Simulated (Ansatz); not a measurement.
Start from KNiF3 in the cubic perovskite structure (space group Pm-3m, No. 221; a = 4.0013 Å; ferromagnetic).

Method: plane-wave PAW DFT at the PBEsol level (Ansatz, an electronic-structure program, 420 eV), no spin-orbit coupling.

Each order is relaxed in cell and atoms; arrows give the starting signs on the magnetic atoms.

One change was made to it. Results:

| quantity | base | after |
|---|---|---|
| energy relative to the base (σ→0) | 0 meV/atom | -18 meV/atom |
| band gap | 0.44 eV | 0.42 eV |

Name the change that was made.
A) non-magnetic
B) ↑↓ start, q = (0, 1/2, 1/2), 10 atoms
C) ↑↓ start, q = (0, 0, 1/2), 10 atoms
D) ↑↓ start, q = (1/2, 1/2, 1/2), 10 atoms

C, ↑↓ start, q = (0, 0, 1/2), 10 atoms. For comparison, the band gap in the other runs: non-magnetic gives zero; ↑↓ start, q = (1/2, 1/2, 1/2), 10 atoms gives 1.31 eV; ↑↓ start, q = (0, 1/2, 1/2), 10 atoms gives 0.79 eV.

Other magnetic orders, which the real material may have, were not ruled out. Whether these cells are dynamically stable was not tested. No Hubbard U is applied, and correlation can decide whether such a compound is a metal. Where the two band edges lie in opposite spin channels, the gap is a spin-flip gap. Spin-polarised in the final run: ↑↓ start, q = (0, 0, 1/2), 10 atoms, base, ↑↓ start, q = (1/2, 1/2, 1/2), 10 atoms and ↑↓ start, q = (0, 1/2, 1/2), 10 atoms; the other runs are not. Many cubic perovskites are stable only at high temperature; tilts and polar distortions were not tested.
